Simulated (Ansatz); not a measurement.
In vacancy + As on the In site in zinc-blende InAs (start: the In site; In 4.37 Å away; 64-site cell, 2×2×2 shifted sampling), charge 0. Method: PBE, PAW (plane waves to 420 eV; Ansatz, a program for electronic structure).

```
Item                                                 Result
------------------------------------------  ---------------
total energy of the defect cell             -328199.5665 eV
total energy of the perfect cell            -334542.9119 eV
μ(As) in rhombohedral As, atoms added +1      -4856.1362 eV
μ(In) in tetragonal indium, atoms added −2    -5597.8469 eV
Δμ(As), As-rich                                    0.000 eV
Δμ(In), As-rich                                   -0.483 eV
```

### Question
Work out the formation energy.

### Answer
E_f = E(defect) − E(perfect) − Σ n μ = 6343.345 − (6340.523) = 2.82 eV.
